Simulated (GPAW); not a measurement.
Input and output of a self-consistent single point for SnAu (P6_3/mmc, 4 atoms in the cell) (GPAW).

Method: PBEsol, GPAW PAW datasets PBEsol (made by gpaw-setup) (plane waves; GPAW).

```
SnAu
1.0
    4.35623     0.00000     0.00000
   -2.17812     3.77261     0.00000
    0.00000     0.00000     5.58785
Sn Au
2 2
Direct
  0.66667   0.33333   0.75000
  0.33333   0.66667   0.25000
  0.00000   0.00000   0.50000
  0.00000   0.00000   0.00000
```

Reference input (self-consistent single point, DFT LDA (Perdew-Wang 92), plane waves, GPAW PAW datasets LDA (gpaw-data 1.0.1)): mode = pw; ecut = 550 eV; xc = LDA; kpts = 9 9 6; mesh shift (steps) = 0 0 0; occupations.name = fermi-dirac; occupations.width = 0.1 eV; nbands = -8; convergence.forces = 0.001 eV/Å; symmetry.symmorphic = false; symmetry.tolerance = 0.0005; maxiter = 150. This run's input differs from it in these lines:

```diff
@@ -15,3 +15,3 @@
 calc = GPAW(mode=PW(550),
-            xc='LDA',
+            xc='PBEsol',
             kpts={'size': (9, 9, 6), 'gamma': True},
```

Its files differ too (potentials: GPAW PAW datasets PBEsol (made by gpaw-setup)).

Log, with long lists cut:

```
     iter     time        total  log10-change:
                         energy   eigst   dens  force
iter:   1 --:--:--   -18.856954
iter:   2 --:--:--   -18.495779   -1.58  -1.39
iter:   3 --:--:--   -17.619158   -1.00  -1.42
iter:   4 --:--:--   -17.517651   -2.15  -1.75
iter:   5 --:--:--   -17.521566   -2.17  -1.71
iter:   6 --:--:--   -17.550711   -1.70  -2.09
iter:   7 --:--:--   -17.568448   -3.18  -2.08
iter:   8 --:--:--   -17.442766   -2.44  -2.04
iter:   9 --:--:--   -17.436286   -3.08  -2.63
iter:  10 --:--:--   -17.436247c  -4.97  -3.23
iter:  11 --:--:--   -17.436452c  -5.18  -3.41
iter:  12 --:--:--   -17.436423c  -5.44  -3.15
iter:  13 --:--:--   -17.436148c  -5.54  -3.26
iter:  14 --:--:--   -17.436389c  -5.61  -3.35
iter:  15 --:--:--   -17.435956c  -5.13  -3.24
iter:  16 --:--:--   -17.435958c  -6.62  -4.30c
iter:  17 --:--:--   -17.435957c  -7.45c -4.38c
iter:  18 --:--:--   -17.435957c  -8.20c -4.34c -16.35c
Converged after 18 iterations.

Dipole moment: (0.000000, -0.000000, 0.000000) |e|*Ang

Energy contributions relative to reference atoms: (reference = -1368783.118136)

Kinetic:        -20.967910
Potential:      +16.557645
External:        +0.000000
XC:             -13.291731
Entropy (-ST):   -0.042209
Local:           +0.287143
SIC:             +0.000000
--------------------------
Free energy:    -17.457061
Extrapolated:   -17.435957

Showing only first 2 kpts
 Kpt  Band  Eigenvalues  Occupancy
  0    23      8.70960    0.00018
  0    24      8.70964    0.00018
  0    25     10.67274    0.00000
  0    26     10.69177    0.00000

  1    23      8.98100    0.00001
  1    24      8.98103    0.00001
  1    25     10.19884    0.00000
  1    26     11.00879    0.00000

Fermi level: 7.77758

No gap
No difference between direct/indirect transitions
Energy (eV): -17.435957

Forces in eV/Ang:
  0 Sn    0.00000    0.00000   -0.00000
  1 Sn    0.00000   -0.00000   -0.00000
  2 Au   -0.00000   -0.00000    0.00000
  3 Au   -0.00000   -0.00000    0.00000

Stress tensor:
     0.009801    -0.000000     0.000000
    -0.000000     0.009801    -0.000000
     0.000000    -0.000000     0.008739
Stress (GPa, Voigt): [ 1.5702  1.5702  1.4001 -0.      0.     -0.    ]
```

The run converged in 18 iterations. GPAW prints stress with tension positive. Against the reference run the pressure goes from -3.89 to -1.51 GPa.

The starting cell comes from a database of computed structures (which also holds hypothetical and non-ambient phases and stackings), without a prior relaxation at this level. Its lattice was rescaled by a random factor within 2.5 % of one.

Cost on one core of a shared machine: roughly 90 s.
